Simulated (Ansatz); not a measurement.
Terminations of the (0001) surface of hcp Mg, measured from the surface 'a pseudomorphic layer of Cu in the host's stacking'. Atoms come from or go to: Cu: fcc Cu, Mg: hcp Mg, Re: hcp Re, Sn: beta tin. ΔE is the energy of forming the row's surface from that one (negative: more stable at these reservoirs); the vacuum level's shift is aligned on the shared bottom. No zero-point or thermal terms. These are constructed structures in small cells; real faces may alloy, dewet or reconstruct in larger ones, and not all known structures of the face are among them. Slabs of about 15 Å with all that they carry, Fermi-Dirac smearing of 0.1 eV. Bottom of the slabs: a bare face, its two planes held. Relaxed from the named starts with such symmetry as they have, on meshes of like density; energies extrapolated to zero smearing; no spin-orbit coupling, no U. Spin-polarised runs, if any, are marked in brackets, and their order is one that fits the cell; the others ran without spin. A dash marks a value that is undefined for that row (no clear gap, or no work function of a gapped slab) or was not read reliably on its mesh.

Level of theory: PBE (plane waves to 420 eV, PAW; Ansatz, a program for electronic structure).

| surface | atoms added per 1x1 | ΔE per 1x1 (eV) | shift of the vacuum level (eV) | work function (eV) |
|---|---|---|---|---|
| a layer of Re in place of the second plane | -1 Cu, -1 Mg, +1 Re | 1.20 | -0.27 | 3.98 |
| a layer of Sn in place of the second plane | -1 Cu, -1 Mg, +1 Sn | ? | -0.49 | 3.64 |
| a pseudomorphic layer of Cu in the host's stacking | none | 0.00 | 0.00 | 4.20 |
| a pseudomorphic layer of Sn in the host's stacking | -1 Cu, +1 Sn | -0.86 | -0.10 | 4.06 |

### Question
What belongs in the gaps?

### Answer

- a layer of Sn in place of the second plane, ΔE per 1x1 (eV): -0.81
